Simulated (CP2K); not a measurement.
A self-consistent single point of LiBr (Fm-3m, 2 atoms in the cell) with CP2K.

Method of the run: LDA (Pade form), GPW, DZVP-MOLOPT-SR-GTH basis, GTH-PADE potentials (GTH_POTENTIALS) in CP2K.

The change in words: lattice scaled by 0.98. Reference geometry:
```yaml
crystal:
  lattice:
    - [3.85046, 0.00000, 0.00000]
    - [1.92523, 3.33460, 0.00000]
    - [1.92523, 1.11153, 3.14389]
  atoms:
    - { symbol: Li, position: [0.00000, 0.00000, 0.00000] }
    - { symbol: Br, position: [0.50000, 0.50000, 0.50000] }
```

Reference input (self-consistent single point, DFT LDA (Pade form), GPW, DZVP-MOLOPT-SR-GTH basis, GTH-PADE potentials (GTH_POTENTIALS)): CUTOFF = 400 Ry; REL_CUTOFF = 50 Ry; SMEAR/METHOD = FERMI_DIRAC; ELECTRONIC_TEMPERATURE = 116.05 K; KPOINTS/SCHEME = MONKHORST-PACK 10 10 10; GAMMA_CENTERED = T; XC_FUNCTIONAL = PADE; Li/BASIS_SET = DZVP-MOLOPT-SR-GTH; Li/POTENTIAL = GTH-PADE-q3; Br/BASIS_SET = DZVP-MOLOPT-SR-GTH; Br/POTENTIAL = GTH-PADE-q7; METHOD = GPW. This run's input differs from it in these lines:

```diff
@@ -63,5 +63,5 @@
     &CELL
-      A 3.85046500 0.00000000 0.00000000
-      B 1.92523300 3.33460100 0.00000000
-      C 1.92523300 1.11153400 3.14389200
+      A 3.77345600 0.00000000 0.00000000
+      B 1.88672800 3.26790800 0.00000000
+      C 1.88672800 1.08930300 3.08101400
       PERIODIC XYZ
```

Log, with long lists cut:

```
 SCF WAVEFUNCTION OPTIMIZATION

  Step     Update method      Time    Convergence         Total energy    Change
     1 NoMix/Diag. 0.40E+00      -     0.81191736       -21.0188089244 -2.10E+01
     2 Broy./Diag. 0.40E+00      -     0.02298177       -20.9022533547  1.17E-01
     3 Broy./Diag. 0.40E+00      -     0.01725492       -20.9434854293 -4.12E-02
     4 Broy./Diag. 0.40E+00      -     0.00298868       -20.9546213962 -1.11E-02
     5 Broy./Diag. 0.40E+00      -     0.00004649       -20.9499515057  4.67E-03
     6 Broy./Diag. 0.40E+00      -     0.00002593       -20.9499614503 -9.94E-06
     7 Broy./Diag. 0.40E+00      -     0.00000555       -20.9500112411 -4.98E-05
     8 Broy./Diag. 0.40E+00      -     0.00000712       -20.9500050388  6.20E-06
     9 Broy./Diag. 0.40E+00      -     0.00000010       -20.9500046788  3.60E-07
  *** SCF run converged in     9 steps ***

  Overlap energy of the core charge distribution:               0.00000000000009
  Self energy of the core charge distribution:                -33.99242240875233
  Core Hamiltonian energy:                                      6.48718265568035
  Hartree energy:                                              10.91674406816052
  Exchange-correlation energy:                                 -4.36150899393066
  Electronic entropic energy:                                  -0.00000000000000
  Fermi energy:                                                 0.12199027827524

  Total energy:                                               -20.95000467884203
  Total energy (extrapolated to T->0):                        -20.95000467884203

   [... lines left out ...]

 STRESS| Analytical stress tensor [bar]
 STRESS|                        x                   y                   z
 STRESS|      x        5.81185531029E+02   5.46247975976E-03   3.86257233914E-03
 STRESS|      y        5.46247975976E-03   5.81393710279E+02  -1.27799289563E-02
 STRESS|      z        3.86257233914E-03  -1.27799289563E-02   5.81396638711E+02
 STRESS| 1/3 Trace                                             5.81325293340E+02
```

The run converged in 9 iterations. Against the reference run the free energy drops by 6.4 meV/atom, the pressure goes from -1.69 to 0.06 GPa and the gap on the mesh goes from 4.775 to 5.057 eV.

The starting cell comes from a database of computed structures (which also holds hypothetical and non-ambient phases and stackings), without a prior relaxation at this level. For this run, on top of that: lattice scaled by 0.98. Values carry the incompleteness of an atom-centred basis.

Cost on one core of a shared machine: roughly 60 s.
